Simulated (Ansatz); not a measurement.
AlB2-type HfB2, relaxed in Ansatz (plane waves) with several semilocal functionals. Each gives its own volume and its own bulk modulus:

| level | V0 (Å³/atom) | bulk modulus (GPa) | ln V0 | ln B0 |
|---|---|---|---|---|
| LDA | 9.512 | 273.5 | 2.2526 | 5.6113 |
| PBEsol | 9.731 | 260.5 | 2.2753 | 5.5626 |
| PBE | 9.958 | 247.8 | 2.2984 | 5.5126 |

**Question.** Fit a straight line to ln B0 against ln V0. What does it predict for r²SCAN, whose volume is 9.881 Å³/atom?

**Answer.** With x = ln V0 and y = ln B0: means 2.27543 and 5.56217; Σ(Δx Δy) = -0.002260, Σ(Δx²) = 0.001049, so the slope is -2.15. At x = 2.2906 the line gives y = 5.56217 + (-2.15) × (2.2906 − 2.27543) = 5.5296, or 252.0 GPa. The run with r²SCAN gives 255.1 GPa, +1.2 % from the line. The rows used scatter about it by up to 0.0 %, while the largest value lies 10 % above the smallest. For comparison, PBE's own equation of state has B′ = 3.9, the slope −d ln B/d ln V at a fixed functional; the two needn't agree, since functionals also differ at one volume.

Measured: 282 GPa (measured, room temperature, no zero-point or thermal correction, hydrostatic curve from radial diffraction; as tabulated in Experimental and computational studies of compression and deformation behavior …).

Ansatz's density-functional and Hartree–Fock values are scalar-relativistic unless marked +SOC, with PAW data made under PBE.

Ansatz is a quantum-chemistry and plane-wave program.
